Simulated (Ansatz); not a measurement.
Data:

End structure of the (22-43) surface of hcp Sc in its 1x1 cell, outermost plane spacing 0.37 Å in the ideal cut:

```yaml
crystal:
  lattice:
    - [5.75014, 0.00000, 0.00000]
    - [2.87507, 11.46819, 0.00000]
    - [0.00000, 0.00000, 26.50000]
  atoms:
    - { symbol: Sc, position: [0.35614, 0.88610, 0.30951] }
    - { symbol: Sc, position: [0.08511, 0.16386, 0.32178] }
    - { symbol: Sc, position: [0.12333, 0.43025, 0.33614] }
    - { symbol: Sc, position: [0.84999, 0.70182, 0.34842] }
    - { symbol: Sc, position: [0.84439, 0.96408, 0.36130] }
    - { symbol: Sc, position: [0.54608, 0.22833, 0.37519] }
    - { symbol: Sc, position: [0.59367, 0.49797, 0.38583] }
    - { symbol: Sc, position: [0.29043, 0.75926, 0.40507] }
    - { symbol: Sc, position: [0.31371, 0.02265, 0.41453] }
    - { symbol: Sc, position: [0.02115, 0.28900, 0.42811] }
    - { symbol: Sc, position: [0.05557, 0.55419, 0.44295] }
    - { symbol: Sc, position: [0.75902, 0.82123, 0.45716] }
    - { symbol: Sc, position: [0.78765, 0.08644, 0.47182] }
    - { symbol: Sc, position: [0.49334, 0.35361, 0.48394] }
    - { symbol: Sc, position: [0.52610, 0.61854, 0.50000] }
    - { symbol: Sc, position: [0.22841, 0.88348, 0.51606] }
    - { symbol: Sc, position: [0.25555, 0.15065, 0.52818] }
    - { symbol: Sc, position: [0.96171, 0.41586, 0.54284] }
    - { symbol: Sc, position: [0.99121, 0.68290, 0.55705] }
    - { symbol: Sc, position: [0.69160, 0.94809, 0.57189] }
    - { symbol: Sc, position: [0.71782, 0.21444, 0.58547] }
    - { symbol: Sc, position: [0.43115, 0.47783, 0.59493] }
    - { symbol: Sc, position: [0.47309, 0.73912, 0.61417] }
    - { symbol: Sc, position: [0.15586, 0.00876, 0.62481] }
    - { symbol: Sc, position: [0.18992, 0.27301, 0.63870] }
    - { symbol: Sc, position: [0.93326, 0.53527, 0.65158] }
    - { symbol: Sc, position: [0.93504, 0.80684, 0.66386] }
    - { symbol: Sc, position: [0.63043, 0.07323, 0.67822] }
    - { symbol: Sc, position: [0.62369, 0.35099, 0.69049] }
```

Slab: 29 atoms, 10.5 Å thick at the start (thin: gaps and levels are the slab's own); k 7x4x1, smearing 0.1 eV, dipole-corrected; all atoms relaxed; start symmetry kept, larger cells not searched; no spin, no spin-orbit, no U.

Predict the work function of the top face from PBE in Ansatz (a quantum-chemistry and plane-wave program).

3.12 eV
